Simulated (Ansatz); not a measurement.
A user runs Ansatz (an electronic-structure program) on LaGeI (P-3m1, 6 atoms in the cell) and asks whether the run is sound. The aim is a self-consistent single point with DFT, r2SCAN, plane waves, default PAW files made with PBE.

Cell that was meant: a = 4.4055 Å, b = 4.4055 Å, c = 11.9207 Å, α = 90.00°, β = 90.00°, γ = 120.00°.

Part of the input:

Ansatz 0.2 input:
```yaml
# LaGeI
crystal:
  lattice:
    - [2.331317, 0.000000, 0.000000]
    - [-1.165658, 2.018979, 0.000000]
    - [0.000000, 0.000000, 6.308184]
  atoms:
    - { symbol: La, position: [0.000000, 0.000000, 0.172020] }
    - { symbol: La, position: [0.000000, 0.000000, 0.827980] }
    - { symbol: Ge, position: [0.333333, 0.666667, 0.990770] }
    - { symbol: Ge, position: [0.666667, 0.333333, 0.009230] }
    - { symbol: I, position: [0.666667, 0.333333, 0.650360] }
    - { symbol: I, position: [0.333333, 0.666667, 0.349640] }
kpoints:
  mp_grid: { grid: [6, 6, 2] }
hamiltonian:
```

Output, abridged:

```
   [... lines left out ...]
PAW frozen core: I, regenerated for the run's functional
Initial density: superposition of atomic densities (neutral atoms: chi_scale 0, normalization atom), corrected by the library's trained network
Initial wavefunctions: pseudopotential atomic-orbital guess
Eigensolver: davidson
Functional: x = r2scan, c = r2scan; τ floored in thin density (d = 2e-4 eV/Å³)
SCF iter   1: F=—  HF=-45523.300233 eV  |F-HF|=—  |Δ(HF+E_count)|=         —  Δρ=5.81e0  dr2=5.33e4  dr2_τ=1.13e3  ethr=1.77e-3  ⟨swp⟩=92.8  Hψ=34890  notcnv=11  defer=121
all-band conjugate gradients solve this SCF's bands
preconditioner: auto → LDOS
   [... lines left out ...]
SCF iter  20: F=—  HF=-35755.134488 eV  |F-HF|=—  |Δ(HF+E_count)|=   1.56e-5  S|Δr|=    0.00e0  Δρ=4.23e-5  dr2=4.41e-7  dr2_τ=2.01e-8  ethr=6.21e-9  ⟨swp⟩=8.1  Hψ=1987  notcnv=1  defer=24
SCF iter  21: F=—  HF=-35755.134495 eV  |F-HF|=—  |Δ(HF+E_count)|=   7.42e-6  S|Δr|=    0.00e0  Δρ=1.77e-5  dr2=2.00e-7  dr2_τ=3.74e-9  ethr=5.25e-10  ⟨swp⟩=15.6  Hψ=3437  notcnv=0  defer=24
SCF iter  22: F=-35755.134496 eV  HF=-35755.134496 eV  |F-HF|=3.30e-9  |Δ(HF+E_count)|=   1.56e-7  S|Δr|=    0.00e0  Δρ=4.28e-6  dr2=4.84e-9  dr2_τ=2.04e-10  ethr=1.19e-10  ⟨swp⟩=85.9  Hψ=19574  notcnv=0
SCF 1 converged in 22 iterations: F = -35755.134496 eV  dr2 = 4.84e-9
Stability not checked (fill_not_monotonic)
Free energy (F): -35755.134496 eV
Internal energy: -35755.132473 eV  (E = F + TS)
E sigma→0 (E₀):  -35755.133821 eV
Entropy (-TS):   -0.002023 eV (-0.337 meV/atom)
Fermi energy:    69.766052 eV
--- Forces (eV/Å), atoms counted from 1 ---
  atom   1  La     0.00000000    -0.00000000    41.03600858
  atom   2  La    -0.00000000     0.00000000   -41.03600858
  atom   3  Ge     0.00000000     0.00000000    -0.85165713
   [... lines left out ...]
  atom   6  I      0.00000000    -0.00000000   125.29682957
--- Stress (GPa, compression-positive) ---
     4564.361739      -0.000000       0.000000
       -0.000000    4564.361739      -0.000000
        0.000000      -0.000000    4325.059831
  P = ⅓ Tr σ = 4484.5944 GPa (44845.944 kbar)
  The stress holds the Pulay correction. Without it, at fixed plane waves, as pw.x and ABINIT print it: P = 4479.2840 GPa
```

### Question
Can these results be used? Check the input.

### Answer
The run is not sound. The fault is this: lattice multiplied by the bohr radius once too often. 1 bohr is 0.529 Å, so a mix-up scales every length by 1.89 or 0.529 and the volume by 6.75 or 0.148. To fix it, give the lengths in the unit that the key or card expects. The run converged in 22 iterations without an error; against the sound input the free energy rises by 74.0 eV/atom, the pressure goes from 0.21 to 4485 GPa and the largest force goes from 0.152 to 125.3 eV/Å.

The sound input it was made from differs as follows (other fixes are possible):
```diff
-    - [2.331317, 0.000000, 0.000000]
-    - [-1.165658, 2.018979, 0.000000]
-    - [0.000000, 0.000000, 6.308184]
+    - [4.405550, 0.000000, 0.000000]
+    - [-2.202775, 3.815318, 0.000000]
+    - [0.000000, 0.000000, 11.920740]
```

With that input, the run converged in 9 iterations: free energy E − TS (on the zero of these files) -36198.9276 eV; Fermi level (on the code's own zero) 8.92 eV; pressure 0.21 GPa; largest force (vector length) 0.152 eV/Å (DFT, r2SCAN, plane waves, default PAW files made with PBE).

On the sound input: the starting cell comes from a database of computed structures (which also holds hypothetical and non-ambient phases and stackings), without a prior relaxation at this level. Spin-orbit coupling is off. Ansatz's pressure includes its estimate of the finite-basis (Pulay) stress.
